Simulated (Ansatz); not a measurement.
Consider AlN (space group P4_2/mnm, No. 136; a = 5.2943 Å, c = 3.1090 Å; a hypothetical phase, not in the database extracts checked). Axes: x, y, z lie along a, b, c of the conventional cell.

Now apply this change: strain tensor (xx, yy, zz, yz, xz, xy) = (−0.19, +0.30, −0.30, −0.03, −0.01, −0.91) %, atoms relaxed at fixed cell.

Levels (all Ansatz, an electronic-structure program, PAW): PBEsol (420 eV, no spin-orbit coupling); r2SCAN (500 eV, spin-orbit coupling left out).

The geometry is relaxed with PBEsol.

- PBEsol lowest conduction level above the VBM at special points: Γ 3.74 eV; R₂ 5.06 eV; X 5.70 eV; Z 5.72 eV
- PBEsol pressure: 0.48 GPa
- PBEsol smallest direct gap: 3.78 eV

### Question
How does going to r2SCAN change the lowest conduction level above the VBM at special points, pressure and smallest direct gap?

### Answer
The lowest conduction level above the VBM at special points becomes Γ 4.42 eV; R₂ 5.81 eV; X 6.45 eV; Z 6.47 eV (PBEsol: Γ 3.74 eV; R₂ 5.06 eV; X 5.70 eV; Z 5.72 eV); the pressure decreases by 1.274 GPa (0.48 GPa → -0.80 GPa); the smallest direct gap increases by 0.68 eV, from 3.78 eV to 4.46 eV.

Single points use the geometry relaxed with PBEsol. Their cutoffs differ, which shifts pressures a little. No phonon test of stability was made. k-point labels follow each cell's own Brillouin zone.
